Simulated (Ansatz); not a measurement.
Cell and atoms of amorphous Ta$_{27}$O$_{60}$:

```xyz
87
Lattice="10.6655 0.1054 0.2348 0.1054 10.9279 0.3940 0.2348 0.3940 10.8672" Properties=species:S:1:pos:R:3 pbc="T T T"
Ta     9.8253     4.5682     2.5754
Ta    10.6898     6.5697     7.1097
Ta     7.2939     9.7244     3.1501
Ta     4.6514     0.5217     0.3261
Ta    10.4762     1.4362     0.8121
Ta     8.2727     6.3314    10.2520
Ta     2.9267     8.0973     9.2961
Ta     8.7803     9.7318     6.4659
Ta     9.9542     1.1540     8.8469
Ta     3.6643    10.3414     4.2184
Ta     5.9724     7.4341     7.4548
Ta     2.7467     1.9579     2.7542
Ta     4.7856     6.8288     4.0446
Ta     0.6069     6.4562     9.9248
Ta     9.2402     1.6109     6.2836
Ta    10.2151     8.8953     0.9309
Ta     7.5631     4.7845     5.1631
Ta     1.7147     7.7668     3.7027
Ta     0.1974     3.6372     5.4172
Ta     5.3020     7.8817     1.1995
Ta     7.6837     2.1915     0.9900
Ta     3.4838     5.0131     9.3627
Ta     1.4148     2.9622     7.9559
Ta     3.8670    10.7781     8.0455
Ta     4.8332     4.1129     1.6914
Ta     5.9133     1.3182     5.1598
Ta     1.2725     1.0051     5.7244
O     10.5707     5.2965     1.0608
O      5.7413    10.3983     4.3894
O      9.7378     8.2507     7.1198
O      7.5033     0.6424     2.1875
O      6.2314     7.9834     3.1004
O      6.4500     1.8388    10.7893
O      3.3508     3.5314     8.2281
O      8.4101     9.2752     4.5813
O      0.9634     1.8868     9.6412
O      8.9457    10.9286     8.0560
O      6.8945     5.9660     6.4599
O      0.4656     4.5601     3.6142
O      8.9889     3.2061     5.0206
O      1.5526     2.4154     4.3991
O      1.4100     4.6140     9.3750
O      4.2242     0.5489     9.4927
O      4.0448     2.2528     1.1176
O      2.9778     6.2769     4.0109
O      2.3299     9.8557     8.8016
O      1.3022     8.3225    10.5427
O      1.5174     7.1749     8.0846
O      0.5279     7.8601     2.2573
O     10.4341    10.8981     5.9485
O      7.0950     8.8601     7.0462
O      8.5195     9.0617     1.8399
O      4.8824     7.5070     5.7676
O      8.3644     5.3873     3.4543
O      8.0924     4.6870    11.1022
O      1.1872     4.7123     6.7648
O      3.3793     0.1373     1.9534
O     10.1800    10.4494    10.3265
O      9.0778     2.1733    10.3120
O      4.2232     8.5010    10.7416
O      2.6281     6.3649    10.5044
O      3.7391     8.4694     3.0961
O      6.4002     3.2530     2.1986
O      9.9693     3.0611     7.6423
O      7.7145     0.6226     5.2908
O      3.4684     3.8124     2.9177
O      6.5042     3.1002     5.4688
O      9.4535     2.7481     2.0547
O      3.2856    10.4619     6.1489
O      9.4541     5.3900     6.0489
O      5.3314     0.7890     6.8278
O      4.2977     1.5089     4.0891
O      5.8781     5.2965     4.2092
O      2.5200     1.3918     7.2687
O      6.9841     7.5654    11.2267
O      0.7547     7.1300     5.1755
O      1.8419     9.5359     4.2881
O      4.7731     6.1006     1.9083
O      4.8441     4.7018    10.6314
O      0.1344    10.5445     1.5905
O      6.9466     6.6682     8.8982
O      9.6736     6.0682     8.8141
O      1.2998     2.1275     1.5575
O      5.7119     9.8528     1.3672
O      4.1887     6.4826     8.3852
O      4.6044     8.9315     8.1651
O      9.6054     7.6837    10.8537
```

Method: PBE, scalar-relativistic without spin-orbit coupling (plane waves to 420 eV, PAW; Ansatz, an electronic-structure program). The usual formal charges leave 15 electrons over, so the level spacing at the Fermi energy parts defect or band states and needn't be the band gap.

Preparation: random packing, a CHGNet melt and quench, and a DFT relaxation. O atoms were pushed apart under 1.9 Å during the dynamics, to hinder bonds among them. The hot cell started wider than the set density and was brought back towards it in steps. It is the lowest in DFT energy of 4 quenches. It is a model cell: composition and starting density were chosen by hand, and all elements were melted together. No dispersion term was used. Its density started from a set value of 7.49 and ended at 7.68 g/cm³. Cooling (nominally 380 K/ps over its main leg) ran many orders faster than in experiment, which tends to leave more defects and strain. Values belong to this one cell and scatter from quench to quench. Volume and shape were free in the relaxation. On a 2×2×2 Γ-centred mesh force components of up to 0.17 eV/Å stay, since the relaxation ran on the zone centre alone.

Neighbours within Ta-Ta 3.12 Å, Ta-O 2.62 Å, O-O 1.58 Å count as bonded. Two cations that share two anions don't count as bonded, nor two that share one unless they lie closer than Ta-Ta 3.04 Å.

**Question.** Give the coordination numbers, mean bond lengths and angles.

**Answer.** 
- Mean coordination of Ta by anions = 5.59 (2 with 4, 9 with 5, 14 with 6, 2 with 7); 6 close contacts or bonds to cations besides
- Mean coordination of O = 2.52 (31 with 2, 27 with 3, 2 with 4)
- Mean Ta-O bond = 2.030 Å (spread 0.123 Å, 151 counted)
- Mean Ta-Ta close contact = 2.865 Å (spread 0.085 Å, 3 counted)
- Bond angle at Ta = mean 103.6°, spread 29.3°
- Bond angle at O = mean 121.0°, spread 27.9°

**Question.** List the pairs of like atoms that count as bonded by the rules above.

**Answer.** Ta15-Ta27 (2.76 Å), Ta19-Ta27 (2.86 Å), Ta23-Ta27 (2.97 Å).
